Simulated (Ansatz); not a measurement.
Effect of Mo on a Sn site, symmetric start on Cs2SnI6

Consider an 18-atom supercell of Cs₂SnI₆ (space group Fm-3m, No. 225; a = 11.5502 Å) at its relaxed geometry.

Modification: one Sn atom is replaced by Mo, atoms relaxed at fixed cell.

Calculations: Kohn–Sham DFT with the PBEsol functional, run in Ansatz (a program for electronic structure) with PAW and 420 eV plane waves, without spin-orbit coupling. k-mesh 4×3×4 (Γ-centred); smearing 0.05 eV (Fermi–Dirac).

```csv
quantity,base,changed,shift
largest displacement of a host atom from its site in the perfect cell,–,0.14 Å,–
```

Final structure:

```xyz
18
Lattice="-5.7751 5.7751 0.0000 0.0000 0.0000 11.5502 5.7751 5.7751 0.0000" Properties=species:S:1:pos:R:3 pbc="T T T"
Cs     2.8876     2.8876     2.9042
Cs    -2.8876     2.8876     8.6461
Cs     2.8876     2.8876     8.6461
Cs    -2.8876     2.8876     2.9042
Mo     0.0000     0.0000     0.0000
Sn     0.0000     5.7751     5.7751
I      2.8915     5.7751     5.7751
I     -3.0360     5.7751     0.0000
I     -2.8915     5.7751     5.7751
I      3.0360     5.7751     0.0000
I      0.0000     8.6666     5.7751
I      0.0000     2.7391     0.0000
I      0.0000     2.8836     5.7751
I      0.0000     8.8112     0.0000
I      0.0000     0.0000     2.7319
I      0.0000     5.7751     8.6790
I      0.0000     0.0000     8.8184
I      0.0000     5.7751     2.8713
```

In so small a cell the defect repeats every few ångströms: this is an ordered compound, not a dilute defect. The defect started on the symmetric site and kept its symmetry, so it may sit on a saddle. All final runs are without spin polarisation. The defect cell is not spin-polarised.
